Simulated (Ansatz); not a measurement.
Input and output of a relaxation of cell and atoms for WSi2 (I4/mmm, 3 atoms in the cell) (Ansatz, a first-principles code).

Computed with PBE (plane waves, PAW; Ansatz).

```
WSi2
1.0
   -1.62875     1.62875     3.97294
    1.62875    -1.62875     3.97294
    1.62875     1.62875    -3.97294
Si W
2 1
Direct
  0.66500   0.66500   0.00000
  0.33500   0.33500   0.00000
  0.00000   0.00000   0.00000
```

Reference input (self-consistent single point, DFT, PBE, plane waves, default PAW files): basis.ecutwfc = 30.9 Ry; kpoints.mp_grid.grid = 14 14 14; hamiltonian.xc = pbe; hamiltonian.pseudopotentials = {kind: paw} (the program's default PAW files); scf.occupations.method = gaussian; scf.occupations.width = 0.0037 Ry. This run's input differs from it in these lines:

```diff
@@ -18,2 +18,4 @@
   occupations: { method: gaussian, width: 0.0037 Ry }
+relax:
+  cell: {}
 output:
```

Output, abridged:

```
   [... SCF lines of the steps left out ...]
relax step   1: F+E_penalty+E_count = -11657.44028678 eV  Δ(F+E_penalty+E_count) = +0.000e0 eV  max|allowed force component| = 1.941e-2 eV/Å  Δτ_max = 0.0000 Å  P = -5.668 GPa  Ω = 42.158 Å³  (6 SCF iters, dr2 threshold 1.00e-7 eV, accepted)
relax step   2: F+E_penalty+E_count = -11657.45597421 eV  Δ(F+E_penalty+E_count) = -1.569e-2 eV  max|allowed force component| = 7.958e-2 eV/Å  Δτ_max = 0.0007 Å  P = +3.082 GPa  Ω = 40.472 Å³  energy of the carried Pulay correction = +4.938e-4 eV  [...]
   [... lines left out ...]
relax step   6: F+E_penalty+E_count = -11657.46101960 eV  Δ(F+E_penalty+E_count) = -3.193e-6 eV  max|allowed force component| = 8.451e-4 eV/Å  Δτ_max = 0.0002 Å  P = +0.006 GPa  Ω = 41.020 Å³  energy of the carried Pulay correction = +1.380e-6 eV  [...]
relax step   7: F+E_penalty+E_count = -11657.46101757 eV  Δ(F+E_penalty+E_count) = +2.028e-6 eV  max|allowed force component| = 8.065e-4 eV/Å  Δτ_max = 0.0000 Å  P = +0.006 GPa  Ω = 41.020 Å³  stress off target by 6.28e-3 GPa  SCF on the basis [...]
basis re-selected at this cell: Δ(F+E_penalty+E_count) = +2.028e-6 eV, ΔP = -0.000 GPa vs the last step
the relaxation is at rest under the 16 symmetry operations that the run kept from its start: a minimum is not shown …
Stability not checked: this state was not tested for a lower state beside it, because too few of the mixer's solves of this state at the end of the SCF gave a …
Free energy (F): -11657.461018 eV
Internal energy: -11657.460770 eV  (E = F + TS)
   [... lines left out ...]
Fermi energy:    16.473385 eV
  cell:  # Å, volume = 41.0199 Å³
   [... lines left out ...]
    - [1.6147118688475808, -1.6147118688475808, 3.933188724468486]
    - [1.6147118688475808, 1.6147118688475808, -3.933188724468486]
  atoms:
    - { symbol: Si, position: [0.6653569062073559, 0.6653569062073559, -1.3607331844358212e-34] }
    - { symbol: Si, position: [0.334643093792644, 0.334643093792644, -1.0314709118153998e-34] }
    - { symbol: W, position: [2.2741379320528514e-20, 2.2741379320528757e-20, 2.360293036842401e-34] }
```

The run converged. 

Summary of the result:
| Item | Result |
|---|---|
| Free energy E − TS (on the zero of these files) | -11657.4610 eV |
| Fermi level (on the code's own zero) | 16.47 eV |
| Pressure | 0.01 GPa |
| Final cell | a = 4.5480 Å, b = 4.5480 Å, c = 4.5480 Å, α = 138.41°, β = 138.41°, γ = 60.28° |
| Final volume per atom | 13.67 Å³ |
| Relaxation steps | 7 |

The starting cell has typed, rounded lattice constants, without a prior relaxation at this level. Its lattice was rescaled by a random factor within 2.5 % of one. Spin polarisation is off. The relaxation keeps the symmetry of its start, so its end need not be a minimum. Ansatz's pressure includes its estimate of the finite-basis (Pulay) stress.

Cost on one core of a shared machine: roughly 70 s.

Keys are those of Ansatz 0.2.
